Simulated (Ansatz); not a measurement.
The cell is built on a prototype and need not be the phase stable at ambient conditions.

By PBEsol, the system below comes out a metal.

A figure of merit of an interconnect metal is its ballistic conductance per area.

```
CELL_PARAMETERS angstrom
      2.55123     0.00000     0.00000
      0.00000     3.60799     0.00000
      0.00000     1.80399     1.80399
ATOMIC_POSITIONS crystal
  Ir 0.00000 0.00000 0.00000
```

Space group of this cell: Pm-3m, simple cubic. The cell was relaxed by PBE-D3(BJ); by PBEsol its mean pressure is -3.3 GPa.

The current flows along the normal of the first two printed cell vectors. No spin-orbit coupling; the value is a mean over 0.1 eV about the Fermi level.

Question: State the ballistic conductance per area according to PBEsol in Ansatz (a quantum-chemistry and plane-wave program).

Answer: 2.8 × 10¹⁵ S/m² for both spins.
